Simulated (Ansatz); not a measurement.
## How far to go with the plane-wave cutoff: AgAu3 (I4mm, 4 atoms in the cell)

```yaml
crystal:
  lattice:
    - [-2.04632, 2.04632, 4.14193]
    - [2.04632, -2.04632, 4.14193]
    - [2.04632, 2.04632, -4.14193]
  atoms:
    - { symbol: Ag, position: [0.00604, 0.00604, 0.00000] }
    - { symbol: Au, position: [0.75000, 0.25000, 0.50000] }
    - { symbol: Au, position: [0.25000, 0.75000, 0.50000] }
    - { symbol: Au, position: [0.50000, 0.50000, 0.00000] }
```

Method of the run: PBEsol, default PAW files made with PBE (plane waves; Ansatz, an electronic-structure program).

Base settings: basis.ecutwfc = 420 eV; kpoints.mp_grid.grid = 8 8 8; hamiltonian.xc = pbesol; hamiltonian.pseudopotentials = {kind: paw} (the program's default PAW files); scf.occupations.method = fermi_dirac; scf.occupations.width = 0.1 eV.

The second cell is the first with its lattice scaled by 0.98.

The mesh stays at the base's, so the ladder's end is converged at best in this setting alone.

The first pressure column holds Ansatz's estimate of the finite-basis (Pulay) stress, which hides part of the cutoff error; the other is without it.

Only quantities that move along the ladder and can be compared are tabulated.

The count of work is k-points × plane waves × bands × iterations; it is no time. 

The starting cell comes from a database of computed structures (which also holds hypothetical and non-ambient phases and stackings), without a prior relaxation at this level. Its lattice was rescaled by up to half a per cent. One atom was moved a little off its site on purpose. In the base run, with a pressure of about -4 GPa the cell is away from its equilibrium volume at this level.

| basis.ecutwfc | free energy less the last step's (meV/atom) | energy of the compressed cell less the first (meV/atom) | pressure (GPa) | pressure without the Pulay estimate (GPa) | largest difference of a force vector from the last step's (eV/Å) | count of work / last |
|---|---|---|---|---|---|---|
| 145 eV | 62317.14 | -163.07 | -62.05 | -1850.38 | 0.848 | 0.069 |
| 170 eV | 28163.85 | -324.80 | -55.67 | -1014.26 | 0.560 | 0.078 |
| 190 eV | 14315.86 | -82.18 | -4.91 | -595.89 | 0.551 | 0.10 |
| 210 eV | 6791.69 | 121.95 | 13.38 | -330.04 | 0.347 | 0.11 |
| 230 eV | 3001.35 | 82.97 | 6.68 | -173.80 | 0.109 | 0.13 |
| 250 eV | 1256.97 | 20.57 | -2.40 | -87.73 | 0.126 | 0.15 |
| 295 eV | 143.24 | 3.47 | -4.12 | -17.71 | 0.010 | 0.16 |
| 335 eV | 15.50 | 4.91 | -3.85 | -5.73 | 0.002 | 0.20 |
| 380 eV | 2.01 | 5.82 | -3.72 | -3.80 | 0.000 | 0.23 |
| 420 eV | 1.32 | 5.75 | -3.73 | -3.78 | 0.000 | 0.27 |
| 460 eV | 0.66 | 5.69 | -3.74 | -3.77 | 0.000 | 0.32 |
| 505 eV | 0.34 | 5.68 | -3.74 | -3.75 | 0.000 | 0.36 |
| 565 eV | 0.24 | 5.68 | -3.74 | -3.74 | 0.000 | 0.42 |
| 630 eV | 0.15 | 5.67 | -3.74 | -3.75 | 0.000 | 0.50 |
| 735 eV | 0.08 | 5.67 | -3.74 | -3.74 | 0.000 | 0.62 |
| 840 eV | 0.04 | 5.67 | -3.74 | -3.74 | 0.000 | 0.77 |
| 1010 eV | 0.00 | 5.67 | -3.74 | -3.74 | 0.000 | 1.0 |

Coarsest basis.ecutwfc that holds the forces within 0.005 eV/Å of the last step, with all finer ones: 335 eV, at 0.20 of the last step's count of work; the step before is off by 0.010 eV/Å.

Coarsest basis.ecutwfc that holds the pressure without the Pulay estimate within 1 GPa of the last step, with all finer ones: 380 eV, at 0.23 of the last step's count of work; the step before is off by 2.0 GPa.

Coarsest basis.ecutwfc that holds the energy of the compressed cell less the first within 1 meV/atom of the last step, with all finer ones: 335 eV, at 0.20 of the last step's count of work; the step before is off by 2.2 meV/atom.

The energy difference between the two cells stays within 1 meV/atom of the last step's from 335 eV on, the total only from 460 eV on: much of the error is common to both cells and cancels.

At the lowest cutoff the pressure without the Pulay estimate lies 1850 GPa under the last step's, the usual sign of Pulay stress in an incomplete plane-wave basis.

Keys are those of Ansatz 0.2.
